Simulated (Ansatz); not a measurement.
BP: pressure series

The reference is BP in the zinc blende structure (space group F-43m, No. 216).

BP is taken in the cubic space group F-43m (No. 216), the zinc blende structure, Pearson symbol cF8. Cell: a = b = c = 4.5483 Å, α = β = γ = 90.00°. P on 4c sees 4 B at 1.969 Å (tetrahedral). B on 4a is coordinated by 4 P at 1.969 Å (tetrahedral). (Neighbours: up to the widest gap in distance over summed covalent radii, below 1.35, at either atom.)
(The calculation used a cell of 2 atoms; values per cell refer to that cell.)

Cell and atoms are relaxed at each pressure.

All numbers come from PBE (Ansatz, an electronic-structure program), spin-orbit coupling left out, earlier PAW set.

```json
[
 {"P (GPa)": "-1.99", "V (Å³/atom)": "11.910"},
 {"P (GPa)": "-0.99", "V (Å³/atom)": "11.834"},
 {"P (GPa)": "2.99", "V (Å³/atom)": "11.554"},
 {"P (GPa)": "6.98", "V (Å³/atom)": "11.301"},
 {"P (GPa)": "15.00", "V (Å³/atom)": "10.861"},
 {"P (GPa)": "30.00", "V (Å³/atom)": "10.206"},
 {"P (GPa)": "50.00", "V (Å³/atom)": "9.544"},
 {"P (GPa)": "75.00", "V (Å³/atom)": "8.916"},
 {"P (GPa)": "100.00", "V (Å³/atom)": "8.426"}
]
```

Problem. Fit a third-order Birch–Murnaghan equation of state.

Solution. Least squares on P(V) = (3B₀/2)[(V₀/V)^(7/3) − (V₀/V)^(5/3)]·[1 + (3/4)(B₀′ − 4)((V₀/V)^(2/3) − 1)] gives V₀ = 11.76 Å³/atom, B₀ = 163 GPa and B₀′ = 3.7.

Measured bulk modulus of BP: 176.5 GPa (static lattice; corrected from measurement; as listed in Tamar Goldzak et al., The Journal of Chemical Physics (2022)); the computed value is 8 % below it.

Load acts through the strain it causes; cell and atoms are relaxed under it. No phonon test of stability was made. Competing high-pressure phases were not computed.
